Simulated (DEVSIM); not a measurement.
System: abrupt Si n-p junction, at 300 K.

Layer 1 from the left is Si, thickness (μm) 0.100, Nd (cm⁻³) 6.1e18, τn (s) 1e-5, τp (s) 1e-5. Layer 2 from the left is Si, thickness (μm) 11.0, Na (cm⁻³) 5.3e15, τn (s) 1e-5, τp (s) 1e-5.

Left contact: ohmic. Right contact: ohmic. Voltage is applied to the left contact. Recombination: SRH at mid-gap, Auger. Mobility is μmin + (μ − μmin)/(1 + (N/Nref)^α).

Constants are typed, rounded textbook-type inputs, not results; the design itself was drawn at random and stands for no fabricated device. Values at 300 K.

Si: gap (eV) 1.124, affinity (eV) 4.05, permittivity 11.7, Nc (cm⁻³) 2.86e19, Nv (cm⁻³) 3.1e19, μn (cm²/Vs) 1417, μp (cm²/Vs) 470, μn,min 52, μp,min 45, Nref,n 9.7e16, Nref,p 2.2e17, αn 0.68, αp 0.72, Cn (cm⁶/s) 2.8e-31, Cp (cm⁶/s) 9.9e-32.

Simulated with DEVSIM: 1D drift-diffusion, Boltzmann statistics, complete ionisation; no tunnelling, impact ionisation, image-force lowering or self-heating.

Dark forward current:

```
|V| (V)  |J| (A/cm²)
-------  -----------
0.05        1.236e-9
0.10        7.181e-9
0.15        4.189e-8
0.20        2.644e-7
0.25        1.754e-6
0.30        1.190e-5
0.35        8.160e-5
0.40       0.0005617
0.45        0.003872
0.50         0.02669
0.55          0.1835
0.60           1.238
0.65           7.646
0.70           37.38
0.75           138.2
0.80           407.4
0.85           985.4
0.90            1987
0.95            3459
```

Q: Work out the local ideality factor n = ΔV / (kT/q · ln(J2/J1)) between the rows 0.15 and 0.20 V, 0.40 and 0.45 V, 0.90 and 0.95 V.

A: kT/q = 25.85 mV. From 0.15 to 0.20 V: ln(2.644e-7/4.189e-8) = 1.842, n = 1.05, near the 1 of diffusion or emission over a barrier. From 0.40 to 0.45 V: ln(0.003872/0.0005617) = 1.931, n = 1.00, near the 1 of diffusion or emission over a barrier. From 0.90 to 0.95 V: ln(3459/1987) = 0.554, n = 3.49.

Q: Estimate the current at 0.35 V from the Shockley equation with J0 = Σ q ni² D/(N L) coth(W/L), τ joining the SRH, radiative and Auger lifetimes that are on, and W taken as the whole layer.

A: ni² = 1.16e20 cm⁻⁶; holes in the n layer: μ = 80.6 cm²/Vs, D = 2.08 cm²/s, τ = 9.51e-8 s, L = 4.45 μm, W/L = 0.022, term 6.34e-13 A/cm²; electrons in the p layer: μ = 1250 cm²/Vs, D = 32.3 cm²/s, τ = 1.00e-5 s, L = 180 μm, W/L = 0.061, term 1.03e-10 A/cm². J0 = 1.04e-10 A/cm², and J = J0 exp(qV/kT) = 7.87e-5 A/cm². The simulation gives 8.16e-5 A/cm²; the estimate lies 3.5 % below. The estimate leaves out recombination in the depletion region and that region's share of W.
